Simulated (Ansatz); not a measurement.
We consider α-phase CO, described by PBEsol (PAW; Ansatz, a first-principles code).

Numerical settings: plane-wave cutoff 520 eV, 6×6×6 k mesh, scalar-relativistic PAW data made under PBE.

Computed at the level's own relaxed cell.

```
CO
1.0
    6.05698     0.00000     0.00000
    0.00000     6.05698     0.00000
    0.00000     0.00000     6.05698
C O
4 4
Cartesian
  5.84471   5.84471   5.84471
  2.81622   3.24076   0.21227
  0.21227   2.81622   3.24076
  3.24076   0.21227   2.81622
  0.44164   0.44164   0.44164
  3.47013   2.58685   5.61534
  5.61534   3.47013   2.58685
  2.58685   5.61534   3.47013
```

Give the elastic tensor (Voigt notation, GPa, ions relaxed, in the Cartesian axes of the cell as printed).


```
    0.8     0.5     0.5     0.0     0.0     0.0
    0.5     0.8     0.5     0.0     0.0     0.0
    0.5     0.5     0.8     0.0     0.0     0.0
    0.0     0.0     0.0     0.3     0.0     0.0
    0.0     0.0     0.0     0.0     0.3     0.0
    0.0     0.0     0.0     0.0     0.0     0.3
```

Note: the cell comes from a level without a dispersion term, which matters for the spacing of layers, chains or molecules; the volume lies 25 % above that of the published cell.

The computed numbers hold no vibrational or temperature effects.
